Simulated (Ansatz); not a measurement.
# What isotropic strain +0.50 % does to CaSe

Take CaSe in the rock salt structure (space group Fm-3m, No. 225; a = 5.8685 Å) as the base.

Perturbation: an isotropic linear strain of +0.50 %, atoms relaxed at fixed cell.

Method: Ansatz (a first-principles code) PBEsol, no spin-orbit coupling. Γ-centred 10×10×10 mesh, Fermi–Dirac width 0.05 eV.

```json
[
 {"quantity": "volume per atom", "base": "25.26 Å³", "changed": "25.64 Å³", "shift": "+0.38 Å³"},
 {"quantity": "shortest interatomic distance", "base": "293.4 pm", "changed": "294.9 pm", "shift": "+1.5 pm"},
 {"quantity": "energy relative to the base (free energy F)", "base": "0 meV/atom", "changed": "+0.9 meV/atom", "shift": "+0.9 meV/atom"},
 {"quantity": "pressure", "base": "0.0 kbar", "changed": "-7.6 kbar", "shift": "-7.55 kbar"},
 {"quantity": "band gap", "base": "1.88 eV", "changed": "1.92 eV", "shift": "+0.04 eV"},
 {"quantity": "gap character", "base": "indirect, Γ → X", "changed": "indirect, Γ → X", "shift": "–"},
 {"quantity": "smallest direct gap", "base": "2.85 eV", "changed": "2.87 eV", "shift": "+0.02 eV"},
 {"quantity": "width of the top valence band", "base": "1.75 eV", "changed": "1.71 eV", "shift": "-0.034 eV"},
 {"quantity": "electron mass", "base": "1.4 mₑ along k, 0.27 mₑ across (at X)", "changed": "1.4 mₑ along k, 0.28 mₑ across (at X)", "shift": "–"},
 {"quantity": "valley order (the lowest conduction-band minima on the path, energy above the VBM, named in the base's zone)", "base": "X along ⟨100⟩ 1.88 eV; Γ 3.31 eV", "changed": "X along ⟨100⟩ 1.92 eV; Γ 3.23 eV", "shift": "–"}
]
```

Final structure:

```xyz
2
Lattice="0.0000 2.9489 2.9489 2.9489 0.0000 2.9489 2.9489 2.9489 0.0000" Properties=species:S:1:pos:R:3 pbc="T T T"
Ca     0.0000     0.0000     0.0000
Se     2.9489     2.9489     2.9489
```

Effective masses come from finite differences of ±0.01 Å⁻¹. Along k means along the line from Γ to the band edge. No phonon test of stability was made.
